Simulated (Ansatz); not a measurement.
A computed series for GaP: pressure series

Start from GaP in the zinc blende structure (space group F-43m, No. 216).

Space group F-43m (No. 216); a = b = c = 5.4513 Å, α = β = γ = 90.00°

| atom | site | symmetry | x | y | z |
|---|---|---|---|---|---|
| P | 4c | -43m | 0.2500 | 0.2500 | 0.2500 |
| Ga | 4a | -43m | 0.0000 | 0.0000 | 0.0000 |
(The calculation used a cell of 2 atoms; values per cell refer to that cell.)

Cell and atoms are relaxed at each pressure.

All numbers come from Kohn–Sham DFT with the r2SCAN functional, run in Ansatz (a program for electronic structure) with PAW and 500 eV plane waves, no spin-orbit coupling.

Candidates:
(a) pressure 7 GPa
(b) pressure 100 GPa
(c) pressure −1 GPa
(d) pressure 30 GPa
(e) pressure 15 GPa

For the base:

```
Item        Value
--------  -------
Band gap  1.85 eV
```

Task: Order them by band gap, highest first.

Result: (c) pressure −1 GPa (1.87 eV), (a) pressure 7 GPa (1.72 eV), (e) pressure 15 GPa (1.58 eV), (d) pressure 30 GPa (1.36 eV), (b) pressure 100 GPa (0.57 eV)

Load acts through the strain it causes; cell and atoms are relaxed under it. No phonon test of stability was made. Measured, GaP leaves this structure (for a Cmcm phase) near 26 GPa (temperature not stated; as listed in Datta, Sujoy, Jana, Debnarayan, arXiv (2020)).
